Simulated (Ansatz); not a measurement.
Base system: AlN in the wurtzite structure (space group P6_3mc, No. 186; a = 3.1138 Å, c = 4.9833 Å). Axes: x lies along a and z along c of the hexagonal cell.

Calculations: PBEsol (Ansatz, an electronic-structure program, PAW, no spin-orbit coupling).

Perturbation: uniaxial strain ε_xx = −1.20 %, all other strain components held at zero; the atoms relax in the strained cell.

### Question
Predict the stress tensor and what it implies for the stiffness.

### Answer
Stress of the strained cell less that of the base (GPa, compression positive):
```
   4.66    0.00    0.00
   0.00    1.69    0.00
   0.00    0.00    1.31
```

Then −Δσ_ii/ε with ε = -0.0120 gives relaxed-ion elastic constants: C11 ≈ 388 GPa, C12 ≈ 140 GPa and C13 ≈ 109 GPa.

Stability against distortions was not tested.
